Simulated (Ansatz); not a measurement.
Ru (model structure, started from the diamond type, Fd-3m, No. 227, 2 atoms in the cell), treated with LDA in Ansatz (PAW).

Settings: plane-wave cutoff 520 eV, 18×18×18 k mesh, Fermi–Dirac smearing 0.05 eV, no spin polarisation, scalar-relativistic PAW data made under PBE.

Cell (relaxed at this level):

Ru has the cubic space group Fd-3m, origin choice 1 (No. 227), the diamond structure, Pearson symbol cF8. Lattice parameters: a = 5.3553 Å, b = 5.3553 Å, c = 5.3553 Å, α = 90.00°, β = 90.00°, γ = 90.00°. Ru on 8b is coordinated by 4 Ru at 2.319 Å (tetrahedral). (Neighbours: up to the widest gap in distance over summed covalent radii, below 1.35, at either atom.)
(The calculation used a cell of 2 atoms; values per cell refer to that cell.)

Problem. Estimate the bulk modulus that the calculation returns.

Solution. 
bulk modulus: 194 GPa

Note: the run has no spin polarisation, so it can have missed a magnetic state; the bulk modulus is −V dP/dV from two relaxed cells at ±2 % in volume; the relaxation could raise the start's symmetry but not lower it, so the cell can be a saddle point.

The computed numbers hold no vibrational or temperature effects.

A model structure was made by putting elements into a prototype or built by hand; it is no filed structure, need not be a known phase, and can be a saddle point held by its symmetry.

Ansatz is a program for electronic structure.
